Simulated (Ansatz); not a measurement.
Band structure of CrB (I4_1/amd, 8 atoms in the cell).

```yaml
crystal:
  lattice:
    - [-1.45024, 1.45024, 7.80152]
    - [1.45024, -1.45024, 7.80152]
    - [1.45024, 1.45024, -7.80152]
  atoms:
    - { symbol: Cr, position: [0.19757, 0.19757, 0.00000] }
    - { symbol: Cr, position: [0.94757, 0.44757, 0.50000] }
    - { symbol: Cr, position: [0.55243, 0.05243, 0.50000] }
    - { symbol: Cr, position: [0.80243, 0.80243, 0.00000] }
    - { symbol: B, position: [0.34227, 0.34227, 0.00000] }
    - { symbol: B, position: [0.09227, 0.59227, 0.50000] }
    - { symbol: B, position: [0.40773, 0.90773, 0.50000] }
    - { symbol: B, position: [0.65773, 0.65773, 0.00000] }
```

Method: PBEsol, PAW files made with PBE (plane waves; Ansatz, a program for electronic structure).

Settings: kpoints.mp_grid.grid = 7 7 7; hamiltonian.xc = pbesol; hamiltonian.pseudopotentials = {kind: paw} (the program's default PAW files); scf.occupations.method = gaussian; scf.occupations.width = 0.05 eV; kpoints.band_path.npoints = 8.

The starting cell comes from a database of computed structures (which also holds hypothetical and non-ambient phases and stackings), without a prior relaxation at this level. Spin polarisation is off.

Levels in eV from the Fermi level, bands 31 to 38:
| point | 31 | 32 | 33 | 34 | 35 | 36 | 37 | 38 |
|---|---|---|---|---|---|---|---|---|
| Γ | -0.67 | -0.63 | -0.63 | -0.32 | 0.03 | 0.03 | 0.21 | 0.34 |
| X | -2.48 | -2.48 | 0.92 | 0.92 | 0.96 | 0.96 | 0.97 | 0.97 |
| Y | -2.49 | -2.49 | 0.91 | 0.91 | 0.96 | 0.96 | 0.97 | 0.97 |
| S | -1.93 | -1.19 | -1.05 | -0.93 | 0.21 | 0.24 | 0.69 | 0.96 |
| Z | -0.61 | -0.61 | -0.53 | -0.53 | 0.39 | 0.39 | 0.48 | 0.48 |
| S1 | -1.93 | -1.19 | -1.05 | -0.93 | 0.21 | 0.24 | 0.69 | 0.96 |
| N | -1.97 | -1.32 | -0.94 | -0.71 | -0.20 | 0.48 | 0.75 | 0.80 |
| P | -2.48 | -2.48 | 0.93 | 0.93 | 0.96 | 0.96 | 0.97 | 0.97 |
| Y1 | -2.49 | -2.49 | 0.91 | 0.91 | 0.96 | 0.96 | 0.97 | 0.97 |

Bands cross the Fermi level along this path, so the cell is metallic at this level.

Keys are those of Ansatz 0.2.
